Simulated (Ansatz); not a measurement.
# LuPd (Pm-3m) against Cu in narrow wires

LuPd (Pm-3m) has a bulk resistivity ρ₀ of 8.32 μΩ·cm and a mean free path ℓ of 10.6 nm. Cu (Fm-3m) has a bulk resistivity ρ₀ of 1.66 μΩ·cm and a mean free path ℓ of 40.5 nm. Both at 300 K by PBEsol, DFPT electron-phonon coupling, linearised Boltzmann equation (plane waves, PAW, scalar-relativistic; Ansatz, an electronic-structure program); third figures are kept for the arithmetic, and halving the electron mesh moves ρ₀ by up to 3 and 1 % at 300 K, and ℓ by up to 2 and 1 % (the most at any temperature). Cell of LuPd (Pm-3m): a = b = c = 3.392 Å, α = β = γ = 90.00°.

Square wire of width d: ρ − ρ₀ = ρ₀ℓ × [0.75(1 − p)/d + 1.5R/((1 − R)D)], with p = 0.5, R = 0.15, D = d.

Problem. Reduce the formula and give each metal's size term.

Solution. With D = d the size term is Kρ₀ℓ/d, K = 0.75 × 0.5 + 1.5 × 0.15/0.85 = 0.640. LuPd (Pm-3m): ρ₀ℓ = 8.8×10⁻¹⁶ Ω·m², ρ = 8.32 + 56/d. Cu: 6.72×10⁻¹⁶ Ω·m², ρ = 1.66 + 43.0/d (μΩ·cm, d in nm).

Problem. Do these numbers give a width at which LuPd (Pm-3m) overtakes?

Solution. Nowhere: neither ρ₀ nor ρ₀ℓ of LuPd (Pm-3m) lies under that of Cu.

Problem. Give copper a liner of 2.5 nm on each side that carries no current, and suppose that LuPd (Pm-3m) needs no liner. Find the resistance of 1 μm of line, ρL/d², in square trenches of width w. Take w = 9, 12, 20, 36 nm.

Solution. 
| w (nm) | ρ, LuPd (Pm-3m) (μΩ·cm) | Ω/μm, LuPd (Pm-3m) | core d (nm) | ρ, Cu (μΩ·cm) | Ω/μm, Cu |
|---|---|---|---|---|---|
| 9 | 14.6 | 1800 | 4 | 12.4 | 7800 |
| 12 | 13.0 | 900 | 7 | 7.8 | 1590 |
| 20 | 11.1 | 280 | 15 | 4.5 | 200 |
| 36 | 9.9 | 76 | 31 | 3.0 | 32 |

The line of LuPd (Pm-3m) has the lower resistance at w = 9, 12 nm. The line of Cu has the lower resistance at w = 20, 36 nm. For Cu, d lies under 0.3 ℓ at w = 9, 12 nm, where the formula is only a guide.

The formula is the first-order form of the Fuchs-Sondheimer and Mayadas-Shatzkes models for a square wire of an isotropic metal and fails where d lies far under ℓ. p, R and D are assumed, not computed. ℓ is weighted by the current that each state carries; one path shared by all states gives a smaller ρ₀ℓ, by an amount that differs from metal to metal. Only harmonic phonons scatter in ρ₀; disorder, surface states and the phase's stability aren't judged.

Formula and space group known from diffraction (Crystallography Open Database), not checked to be the room-temperature form: LuPd (Pm-3m). The missing spin-orbit coupling matters most for LuPd (Pm-3m).
